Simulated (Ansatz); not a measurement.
**TaAg (model structure, P4/mmm, No. 123, 2 atoms in the cell)**

Computed with r²SCAN (plane waves, PAW; Ansatz, a quantum-chemistry and plane-wave program).

Settings: plane-wave cutoff 560 eV, 20×20×14 k mesh (along the axes of the cell as run), Fermi–Dirac smearing 0.05 eV, no spin polarisation, scalar-relativistic PAW data made under PBE.

Cell (relaxed at this level):

```xyz
2
Lattice="2.8244 0.0000 0.0000 0.0000 2.8244 0.0000 0.0000 0.0000 4.3331" Properties=species:S:1:pos:R:3 pbc="T T T"
Ag     0.0000     0.0000     0.0000
Ta     1.4122     1.4122     2.1666
```

| Item | Result |
|---|---|
| band gap | zero (no gap) |
| bulk modulus | 170 GPa |

Note: the bulk modulus is −V dP/dV from two relaxed cells at ±2 % in volume; the relaxation could raise the start's symmetry but not lower it, so the cell can be a saddle point.

Spin–orbit coupling is not included.

Static lattice: no zero-point or thermal effects.

A model structure was made by putting elements into a prototype or built by hand; it is no filed structure, need not be a known phase, and can be a saddle point held by its symmetry.
